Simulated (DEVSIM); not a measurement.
System: illuminated Si n-on-p cell, one wavelength, with a back-surface field, at 400 K.

```csv
layer (left to right),material,thickness (μm),Nd (cm⁻³),Na (cm⁻³),τn (s),τp (s),absorption coefficient (cm⁻¹)
1,Si,0.640,4.1e18,-,1.7e-8,3.3e-7,170
2,Si,54.0,-,1.5e15,6.4e-7,6.4e-7,170
3,Si,0.100,-,6.3e18,6.4e-7,6.4e-7,170
```

Left contact: ohmic, minority hole recombination velocity 3000 cm/s. Right contact: ohmic, minority electron recombination velocity 4000 cm/s. Voltage is applied to the left contact. Recombination: SRH at mid-gap, radiative, Auger. Light enters at the left, 1.1e18 photons cm⁻² s⁻¹, one pass, no reflection. Mobility is μmin + (μ − μmin)/(1 + (N/Nref)^α).

The device is made up for the run: typed textbook-type constants, with dimensions and the other settings drawn at random. Values at 300 K; Nc and Nv go as T^1.5, mobilities as T to minus their exponent, the gap by Varshni's rule with the affinity fixed.

| parameter | Si |
|---|---|
| gap (eV) | 1.124 |
| affinity (eV) | 4.05 |
| permittivity | 11.7 |
| Nc (cm⁻³) | 2.86e19 |
| Nv (cm⁻³) | 3.1e19 |
| μn (cm²/Vs) | 1417 |
| μp (cm²/Vs) | 470 |
| μn,min | 52 |
| μp,min | 45 |
| Nref,n | 9.7e16 |
| Nref,p | 2.2e17 |
| αn | 0.68 |
| αp | 0.72 |
| T exponent of μn | 2.3 |
| T exponent of μp | 2.2 |
| B (cm³/s) | 4.7e-15 |
| Cn (cm⁶/s) | 2.8e-31 |
| Cp (cm⁶/s) | 9.9e-32 |
| Varshni α (eV/K) | 0.000473 |
| Varshni β (K) | 636 |

Simulated with DEVSIM: 1D drift-diffusion, Boltzmann statistics, complete ionisation; no tunnelling, impact ionisation, image-force lowering or self-heating.

The doping Nd of layer 1 was swept, all else fixed.

```tsv
doping Nd of layer 1 (cm^-3)	potential step across the device at zero bias (V)	dark forward voltage at 100 A/cm² (V)
1.2e17	0.823	0.731
4.1e17	0.865	0.734
1.2e18	0.902	0.736
4.1e18	0.945	0.737
1.2e19	0.982	0.737
```

From the first row to the last the potential step across the device at zero bias goes from 0.823 to 0.982. From the first row to the last the dark forward voltage at 100 A/cm² goes from 0.731 to 0.737.
